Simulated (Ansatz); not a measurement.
Start from ZrO$_{2}$ (space group P2_1/c, No. 14; a = 5.153 Å, b = 5.225 Å, c = 5.332 Å, α = 90.00°, β = 99.40°, γ = 90.00°).

Structures relaxed with r2SCAN (Ansatz, a first-principles code), scalar-relativistic without spin-orbit coupling, earlier PAW set.

Base:

Simulated powder pattern, Co Kα, λ = 1.79026 Å (kinematic, ideal powder, no thermal factors, no anomalous dispersion; the 8 strongest lines at most, above 2 %, up to 2θ = 90°):

```tsv
2θ (°)	I/Imax (%)	hkl
27.95	15	(011)
32.76	100	(1 1 -1)
36.70	69	(111)
39.80	21	(002)
41.23	15	(200)
57.76	19	(022)
58.85	23	(220)
65.16	14	(013)
```

Modification: Hf takes the place of Zr on all its sites, then cell and atoms are relaxed.

Predict the new powder pattern.


Simulated powder pattern, Co Kα, λ = 1.79026 Å (kinematic, ideal powder, no thermal factors, no anomalous dispersion; the 8 strongest lines at most, above 2 %, up to 2θ = 90°):

```
2θ (°)  d (Å)  I/Imax (%)       hkl
------  -----  ----------  --------
33.01   3.151         100  (1 1 -1)
37.00   2.821          79     (111)
40.08   2.612          25     (002)
40.42   2.591          20     (020)
41.57   2.522          23     (200)
47.96   2.203          15  (2 1 -1)
58.24   1.839          18     (022)
59.38   1.807          21     (220)
```

The indices refer to each structure's own conventional cell; one index is shown for lines that coincide.

Whether these cells are dynamically stable was not tested.
